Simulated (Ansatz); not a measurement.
# A computed series for Al2O3: response to strain

The parent structure is Al$_{2}$O$_{3}$ in the corundum structure (space group R-3c, No. 167; a = 4.809 Å, c = 13.124 Å (hexagonal axes)). Axes: x lies along a and z along c of the hexagonal cell.

Strains are applied to the cell and any free atomic positions relax.

All numbers come from plane-wave PAW DFT at the PBE level (Ansatz, a program for electronic structure, 420 eV), spin-orbit coupling left out.

```tsv
variant	band gap	volume per atom	width of the top valence band
base	5.85 eV	8.76 Å³	0.60 eV
uniaxial strain ε_zz = −3.00 %	5.96 eV	8.50 Å³	0.84 eV
uniaxial strain ε_zz = −2.25 %	5.94 eV	8.56 Å³	0.78 eV
uniaxial strain ε_zz = −1.50 %	5.91 eV	8.63 Å³	0.72 eV
uniaxial strain ε_zz = −0.75 %	5.88 eV	8.70 Å³	0.66 eV
```

Stability against distortions was not tested.
